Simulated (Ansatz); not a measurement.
Levels about the gap of amorphous Si$_{30}$N$_{36}$C$_{3}$ (69 atoms in a cell of 771 Å³, 2.98 g/cm³; zone centre alone, so wide bands show as single levels with stretches between that a denser mesh fills), at the geometry that PBE relaxed, where it gives 3.3 GPa on a denser mesh. The participation number counts the atoms over which a state spreads; weights are charges in smoothed Voronoi cells. The levels come from a single point, so bond lengths are those of that geometry. Method of the levels: r2SCAN, scalar-relativistic without spin-orbit coupling (Ansatz, a first-principles code). Sampling: the zone centre alone; Fermi-Dirac width 0.01 eV; collinear spin, started from moments on atoms (the moments died out). At PBE the levels at the filled edge of the gap are localised (band-tail or defect states), and the nearest spread-out levels lie 2.0 eV apart at the zone centre.

Preparation: random packing, a CHGNet melt and quench, and a DFT relaxation. N atoms were pushed apart under 1.9 Å during the dynamics, to hinder bonds among them. The hot cell started wider than the set density and was brought back towards it in steps. It is the lowest in DFT energy of 2 quenches. It is a model cell: composition and starting density were chosen by hand, and all elements were melted together. No dispersion term was used. Its density started from a set value of 2.98 and ended at 2.98 g/cm³. The simulated quench (nominally 380 K/ps over its main leg) is rapid and tends to freeze in more defects than a deposited or slowly cooled glass has. One small periodic cell is one sample of the glass; other quenches scatter about these values. The volume was held where the preparation left it and the shape relaxed, at a PBE pressure of 3.3 GPa. Stress components on the final sampling reach 3.4 GPa. On a 2×2×2 Γ-centred mesh force components of up to 0.22 eV/Å stay, since the relaxation ran on the zone centre alone.

```json
[
 {"E - E(highest filled), eV": "-1.76", "filling": "filled", "spin": "dn", "participation number": "13.0", "largest on": "N, 3 neighbours", "weight N": "0.74", "weight Si": "0.18", "weight C": "0.08"},
 {"E - E(highest filled), eV": "-1.09", "filling": "filled", "spin": "dn", "participation number": "8.2", "largest on": "N, 3 neighbours", "weight N": "0.59", "weight Si": "0.26", "weight C": "0.15"},
 {"E - E(highest filled), eV": "-1.09", "filling": "filled", "spin": "up", "participation number": "8.2", "largest on": "N, 3 neighbours", "weight N": "0.59", "weight Si": "0.26", "weight C": "0.15"},
 {"E - E(highest filled), eV": "-0.90", "filling": "filled", "spin": "dn", "participation number": "10.6", "largest on": "Si, 3 neighbours", "weight N": "0.43", "weight Si": "0.55", "weight C": "0.02"},
 {"E - E(highest filled), eV": "-0.90", "filling": "filled", "spin": "up", "participation number": "10.6", "largest on": "Si, 3 neighbours", "weight N": "0.43", "weight Si": "0.55", "weight C": "0.02"},
 {"E - E(highest filled), eV": "0.00", "filling": "filled", "spin": "up", "participation number": "4.8", "largest on": "Si, 3 neighbours", "weight N": "0.33", "weight Si": "0.67", "weight C": "0.00"},
 {"E - E(highest filled), eV": "0.00", "filling": "filled", "spin": "dn", "participation number": "4.8", "largest on": "Si, 3 neighbours", "weight N": "0.33", "weight Si": "0.67", "weight C": "0.00"},
 {"E - E(highest filled), eV": "1.48", "filling": "empty", "spin": "dn", "participation number": "17.6", "largest on": "Si, 4 neighbours", "weight N": "0.36", "weight Si": "0.54", "weight C": "0.10"},
 {"E - E(highest filled), eV": "1.48", "filling": "empty", "spin": "up", "participation number": "17.6", "largest on": "Si, 4 neighbours", "weight N": "0.36", "weight Si": "0.54", "weight C": "0.10"},
 {"E - E(highest filled), eV": "1.66", "filling": "empty", "spin": "dn", "participation number": "28.6", "largest on": "Si, 4 neighbours", "weight N": "0.43", "weight Si": "0.53", "weight C": "0.04"},
 {"E - E(highest filled), eV": "1.66", "filling": "empty", "spin": "up", "participation number": "28.6", "largest on": "Si, 4 neighbours", "weight N": "0.43", "weight Si": "0.53", "weight C": "0.04"},
 {"E - E(highest filled), eV": "1.74", "filling": "empty", "spin": "dn", "participation number": "16.1", "largest on": "Si, 3 neighbours", "weight N": "0.36", "weight Si": "0.54", "weight C": "0.09"},
 {"E - E(highest filled), eV": "1.74", "filling": "empty", "spin": "up", "participation number": "16.1", "largest on": "Si, 3 neighbours", "weight N": "0.36", "weight Si": "0.54", "weight C": "0.09"},
 {"E - E(highest filled), eV": "1.92", "filling": "empty", "spin": "dn", "participation number": "25.8", "largest on": "Si, 4 neighbours", "weight N": "0.40", "weight Si": "0.56", "weight C": "0.04"}
]
```

Most localised among these is the filled level at -0.00 eV, on a Si atom, which has 3 neighbours (N 1.82 Å, Si 2.24 Å, Si 2.35 Å).
